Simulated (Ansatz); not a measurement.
Consider interstitial Sr in monoclinic HfO2, charge state +2. Method: PBE, PAW (plane waves to 420 eV; Ansatz, a quantum-chemistry and plane-wave program).

Cell of 96 host sites held at the relaxed PBE lattice; the Γ point alone; Fermi-Dirac width 0.01 eV, spin-restricted; finite-size errors left in. Energies are static. Spin-orbit coupling is left out. The charge state is imposed; whether it is stable for some Fermi level was not computed. Sites that were not tried may lie lower.

Barriers: single points on a 2×2×2 k-point mesh shifted by half a step at the bands' geometries.

Relaxed starting cell (atoms counted from 1):

```yaml
crystal:
  lattice:
    - [10.32305, 0.00000, 0.00000]
    - [0.00000, 10.42402, 0.00000]
    - [-1.79660, 0.00000, 10.55307]
  atoms:
    - { symbol: Hf, position: [0.13582, 0.22665, 0.35384] }
    - { symbol: Hf, position: [0.13757, 0.22879, 0.85542] }
    - { symbol: Hf, position: [0.13160, 0.73069, 0.35849] }
    - { symbol: Hf, position: [0.13791, 0.73152, 0.85709] }
    - { symbol: Hf, position: [0.63463, 0.22819, 0.35589] }
    - { symbol: Hf, position: [0.63879, 0.22947, 0.85170] }
    - { symbol: Hf, position: [0.64372, 0.73557, 0.35423] }
    - { symbol: Hf, position: [0.63887, 0.73030, 0.85121] }
    - { symbol: Hf, position: [0.35820, 0.25409, 0.14502] }
    - { symbol: Hf, position: [0.36070, 0.26492, 0.65140] }
    - { symbol: Hf, position: [0.36276, 0.78850, 0.14289] }
    - { symbol: Hf, position: [0.36256, 0.77159, 0.65037] }
    - { symbol: Hf, position: [0.86246, 0.27099, 0.14696] }
    - { symbol: Hf, position: [0.86091, 0.26941, 0.64435] }
    - { symbol: Hf, position: [0.86117, 0.77590, 0.14662] }
    - { symbol: Hf, position: [0.86124, 0.77374, 0.64564] }
    - { symbol: Hf, position: [0.34305, 0.47567, 0.42846] }
    - { symbol: Hf, position: [0.36485, 0.47445, 0.89651] }
    - { symbol: Hf, position: [0.36199, 0.97705, 0.39861] }
    - { symbol: Hf, position: [0.36399, 0.98072, 0.89345] }
    - { symbol: Hf, position: [0.86133, 0.47948, 0.39506] }
    - { symbol: Hf, position: [0.86844, 0.47943, 0.88875] }
    - { symbol: Hf, position: [0.86083, 0.98281, 0.39618] }
    - { symbol: Hf, position: [0.86106, 0.97969, 0.89476] }
    - { symbol: Hf, position: [0.13335, 0.02060, 0.10365] }
    - { symbol: Hf, position: [0.13665, 0.02082, 0.60422] }
    - { symbol: Hf, position: [0.13128, 0.52279, 0.10993] }
    - { symbol: Hf, position: [0.12978, 0.52150, 0.61578] }
    - { symbol: Hf, position: [0.64135, 0.02441, 0.10302] }
    - { symbol: Hf, position: [0.63673, 0.02073, 0.60401] }
    - { symbol: Hf, position: [0.66253, 0.52211, 0.08758] }
    - { symbol: Hf, position: [0.64004, 0.52286, 0.60264] }
    - { symbol: O, position: [0.03356, 0.08543, 0.42381] }
    - { symbol: O, position: [0.03240, 0.08607, 0.92419] }
    - { symbol: O, position: [0.03417, 0.58493, 0.42950] }
    - { symbol: O, position: [0.04210, 0.58348, 0.92576] }
    - { symbol: O, position: [0.53400, 0.08186, 0.42459] }
    - { symbol: O, position: [0.53463, 0.08778, 0.92271] }
    - { symbol: O, position: [0.53126, 0.58813, 0.42488] }
    - { symbol: O, position: [0.53918, 0.58403, 0.92217] }
    - { symbol: O, position: [0.48203, 0.39557, 0.06159] }
    - { symbol: O, position: [0.46527, 0.41301, 0.58231] }
    - { symbol: O, position: [0.46534, 0.92377, 0.07441] }
    - { symbol: O, position: [0.46603, 0.91256, 0.57680] }
    - { symbol: O, position: [0.96416, 0.41716, 0.07632] }
    - { symbol: O, position: [0.96097, 0.41684, 0.57852] }
    - { symbol: O, position: [0.96452, 0.91684, 0.07570] }
    - { symbol: O, position: [0.96617, 0.91516, 0.57541] }
    - { symbol: O, position: [0.46052, 0.32711, 0.33440] }
    - { symbol: O, position: [0.46787, 0.33529, 0.82181] }
    - { symbol: O, position: [0.46713, 0.83531, 0.32412] }
    - { symbol: O, position: [0.46733, 0.83560, 0.82743] }
    - { symbol: O, position: [0.96614, 0.33614, 0.32665] }
    - { symbol: O, position: [0.96869, 0.33509, 0.82506] }
    - { symbol: O, position: [0.96396, 0.83923, 0.32522] }
    - { symbol: O, position: [0.96577, 0.83657, 0.82670] }
    - { symbol: O, position: [0.03399, 0.16640, 0.17415] }
    - { symbol: O, position: [0.03489, 0.16514, 0.67411] }
    - { symbol: O, position: [0.03144, 0.66847, 0.17490] }
    - { symbol: O, position: [0.03202, 0.66735, 0.67850] }
    - { symbol: O, position: [0.53291, 0.16123, 0.17637] }
    - { symbol: O, position: [0.53313, 0.16286, 0.67396] }
    - { symbol: O, position: [0.55192, 0.68382, 0.16157] }
    - { symbol: O, position: [0.53346, 0.66394, 0.67424] }
    - { symbol: O, position: [0.21459, 0.36415, 0.50016] }
    - { symbol: O, position: [0.22981, 0.36842, 0.99491] }
    - { symbol: O, position: [0.22511, 0.86785, 0.49053] }
    - { symbol: O, position: [0.22515, 0.87148, 0.98902] }
    - { symbol: O, position: [0.72246, 0.37264, 0.48576] }
    - { symbol: O, position: [0.73166, 0.37424, 0.98252] }
    - { symbol: O, position: [0.72468, 0.87349, 0.48901] }
    - { symbol: O, position: [0.72326, 0.87321, 0.98892] }
    - { symbol: O, position: [0.27374, 0.12350, 0.00999] }
    - { symbol: O, position: [0.27573, 0.12556, 0.51061] }
    - { symbol: O, position: [0.28775, 0.62398, 0.03091] }
    - { symbol: O, position: [0.27206, 0.62357, 0.52613] }
    - { symbol: O, position: [0.77584, 0.13169, 0.01088] }
    - { symbol: O, position: [0.77430, 0.12928, 0.51095] }
    - { symbol: O, position: [0.78664, 0.63331, 0.00397] }
    - { symbol: O, position: [0.77531, 0.63110, 0.50860] }
    - { symbol: O, position: [0.27413, 0.12016, 0.26022] }
    - { symbol: O, position: [0.27602, 0.12251, 0.76210] }
    - { symbol: O, position: [0.26608, 0.62289, 0.27740] }
    - { symbol: O, position: [0.27438, 0.62305, 0.77159] }
    - { symbol: O, position: [0.77618, 0.12540, 0.26063] }
    - { symbol: O, position: [0.77554, 0.12149, 0.76053] }
    - { symbol: O, position: [0.78052, 0.62270, 0.25824] }
    - { symbol: O, position: [0.77679, 0.62117, 0.75728] }
    - { symbol: O, position: [0.22714, 0.38068, 0.24408] }
    - { symbol: O, position: [0.22469, 0.37909, 0.74475] }
    - { symbol: O, position: [0.22409, 0.88089, 0.23864] }
    - { symbol: O, position: [0.22466, 0.88033, 0.74003] }
    - { symbol: O, position: [0.72188, 0.38286, 0.23510] }
    - { symbol: O, position: [0.72616, 0.37876, 0.73544] }
    - { symbol: O, position: [0.72519, 0.88405, 0.24067] }
    - { symbol: O, position: [0.72406, 0.87859, 0.73823] }
    - { symbol: Sr, position: [0.44234, 0.51795, 0.21950] }
```
Cell charge +2.

End state 1 differs by these moves (Å; atoms that move under 0.08 Å are left out):

```
atom  element     Δx     Δy     Δz
----  -------  -----  -----  -----
3          Hf   0.07  -0.01  -0.05
5          Hf   0.02  -0.16   0.02
7          Hf  -0.02   0.12   0.02
9          Hf  -0.02   0.12   0.02
11         Hf   0.02  -0.16   0.02
13         Hf   0.07  -0.01  -0.05
17         Hf  -0.03   0.03  -0.16
21         Hf   0.09  -0.01  -0.04
27         Hf   0.09  -0.01  -0.04
31         Hf  -0.03   0.03  -0.16
39          O  -0.16   0.18   0.15
41          O  -0.16   0.18   0.15
49          O  -0.14  -0.10   0.05
63          O  -0.14  -0.10   0.05
69          O  -0.08   0.05  -0.17
70          O  -0.02   0.03  -0.08
75          O  -0.08   0.05  -0.17
76          O  -0.02   0.03  -0.08
83          O   0.15  -0.05  -0.12
93          O   0.15  -0.05  -0.12
97         Sr   1.08  -0.36   0.65
```

Q: Give the forward and backward barriers to end state 1 at the level PBE, PAW.

A: forward 0.37 eV, backward 0.37 eV; at the saddle point atom 97 has neighbours 2 Hf at 2.72; 2 O at 2.24, 2 O at 2.25, 2 O at 2.60 Å. The saddle point's order was not checked, and it lies on a symmetry element of the cell, where a band can be held.

End state 2 differs by these moves (Å; atoms that move under 0.08 Å are left out):

```csv
atom,element,Δx,Δy,Δz
4,Hf,-0.10,-0.02,0.09
5,Hf,0.08,-0.01,-0.03
7,Hf,0.23,-0.07,-0.18
9,Hf,0.07,0.17,-0.02
10,Hf,0.02,0.10,-0.03
11,Hf,0.02,-0.12,0.03
12,Hf,-0.25,0.04,0.29
15,Hf,0.09,-0.04,-0.09
17,Hf,0.27,-0.13,-0.38
19,Hf,-0.03,0.21,-0.04
20,Hf,-0.04,0.06,0.08
22,Hf,-0.08,-0.02,0.07
27,Hf,0.08,-0.03,-0.03
28,Hf,0.04,-0.01,-0.08
31,Hf,-0.26,-0.01,0.14
32,Hf,0.04,-0.07,0.01
36,O,-0.10,0.00,0.02
37,O,-0.01,0.09,0.01
39,O,0.24,-0.22,-0.14
41,O,-0.18,0.21,0.16
42,O,0.04,0.03,-0.09
43,O,0.03,-0.08,-0.03
44,O,-0.07,0.12,0.08
49,O,0.07,0.00,-0.11
51,O,0.18,0.21,-0.14
59,O,0.11,-0.01,0.01
63,O,-0.15,-0.17,0.11
65,O,0.12,0.07,-0.13
70,O,-0.08,-0.02,0.06
75,O,-0.12,0.04,-0.10
79,O,-0.10,-0.03,0.03
81,O,0.00,0.08,-0.01
83,O,0.22,0.05,0.03
87,O,0.07,-0.05,-0.05
91,O,0.05,0.02,0.06
92,O,-0.12,0.07,0.10
95,O,0.09,-0.07,-0.09
97,Sr,-0.45,2.25,2.63
```

Q: Give the forward and backward barriers to end state 2 at the level PBE, PAW.

A: forward 3.56 eV, backward 3.56 eV; at the saddle point atom 97 has neighbours Hf at 2.58, Hf at 2.66; O at 2.10, O at 2.17, O at 2.25, O at 2.31 Å. The saddle point's order was not checked.
